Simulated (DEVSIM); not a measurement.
Structure: illuminated Si n-on-p cell, one wavelength, with a back-surface field, at 300 K.

Layer 1 from the left is Si, thickness (μm) 0.270, Nd (cm⁻³) 1.2e18, τn (s) 2.8e-6, τp (s) 5.5e-7, absorption coefficient (cm⁻¹) 170. Layer 2 from the left is Si, thickness (μm) 100, Na (cm⁻³) 2.4e16, τn (s) 5.5e-5, τp (s) 5.5e-5, absorption coefficient (cm⁻¹) 170. Layer 3 from the left is Si, thickness (μm) 1.90, Na (cm⁻³) 7.2e18, τn (s) 5.5e-5, τp (s) 5.5e-5, absorption coefficient (cm⁻¹) 170.

Left contact: ohmic, minority hole recombination velocity 1000 cm/s. Right contact: ohmic, minority electron recombination velocity 90000 cm/s. Voltage is applied to the left contact. Recombination: SRH at mid-gap, radiative, Auger. Light enters at the left, 9e14 photons cm⁻² s⁻¹, one pass, no reflection. Mobility is μmin + (μ − μmin)/(1 + (N/Nref)^α).

This is a model device: material constants are rounded textbook-type values typed into the input, and sizes, dopings and lifetimes were drawn at random. Values at 300 K.

Si: gap (eV) 1.124, affinity (eV) 4.05, permittivity 11.7, Nc (cm⁻³) 2.86e19, Nv (cm⁻³) 3.1e19, μn (cm²/Vs) 1417, μp (cm²/Vs) 470, μn,min 52, μp,min 45, Nref,n 9.7e16, Nref,p 2.2e17, αn 0.68, αp 0.72, B (cm³/s) 4.7e-15, Cn (cm⁶/s) 2.8e-31, Cp (cm⁶/s) 9.9e-32.

Model (solved in DEVSIM): 1D drift-diffusion, Boltzmann statistics, complete ionisation; no tunnelling, impact ionisation, image-force lowering or self-heating.

Problem. What does the simulation give for the short-circuit current, the open-circuit voltage, the fill factor?

Solution. short-circuit current 0.116 mA/cm²; open-circuit voltage 0.523 V; fill factor 0.81.
